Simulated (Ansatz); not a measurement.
A computed series for hypothetical Pm-3n InP: pressure series

Take InP (space group Pm-3n, No. 223; a = 7.2411 Å; a hypothetical phase, not in the database extracts checked) as the base.

Cell and atoms are relaxed at each pressure.

Computed with PBEsol, PAW, 420 eV (Ansatz, a program for electronic structure; no SOC).

Two rows of this table had their results exchanged by mistake.

```csv
pressure,volume per atom (Å³),shortest distance (Å),band gap
pressure −2 GPa,31.22,2.549,0.72 eV
pressure −1 GPa,32.29,2.578,0.54 eV
pressure 0.3 GPa,31.45,2.555,0.68 eV
pressure 0.7 GPa,33.03,2.597,0.41 eV
pressure 1.5 GPa,30.78,2.537,0.80 eV
pressure 3 GPa,30.04,2.516,0.93 eV
pressure 5 GPa,29.18,2.492,1.08 eV
pressure 7.5 GPa,28.26,2.466,1.14 eV
pressure 10 GPa,27.47,2.442,1.11 eV
```

Which two?

The rows for pressure −2 GPa and pressure 0.7 GPa: the volume has to fall steadily with pressure, so 33.03 Å³ belongs to pressure −2 GPa and 31.22 Å³ to pressure 0.7 GPa.

Load acts through the strain it causes; cell and atoms are relaxed under it. Whether these cells are dynamically stable was not tested. No other phases were tried under pressure.
